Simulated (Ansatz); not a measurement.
The parent structure is WS2 in the 2H-MoS2 type structure (space group P6_3/mmc, No. 194; a = 3.170 Å, c = 12.492 Å; layered, stacked along the Cartesian z axis). Axes: x lies along a and z along c of the hexagonal cell.

Calculations: r2SCAN+rVV10/PAW in Ansatz (an electronic-structure program), no SOC.

For the base:

| Quantity | Value |
|---|---|
| Pressure | 0.00 GPa |
| Smallest direct gap | 1.90 eV |
| Band gap | 1.13 eV |

Now apply this change: uniaxial strain ε_zz = +0.53 %, all other strain components held at zero; the atoms relax in the strained cell.

Problem. What does the calculation give for the pressure after the change?

Solution. The pressure (mean of the normal stresses, compression positive) goes from zero to -0.11 GPa.

Problem. What happens to the smallest direct gap?

Solution. The smallest direct gap is still 1.90 eV.

Problem. What happens to the band gap?

Solution. The band gap grows by 0.03 eV (1.13 eV → 1.16 eV).

With W present, leaving out spin-orbit coupling can change the band edges. No phonon test of stability was made.
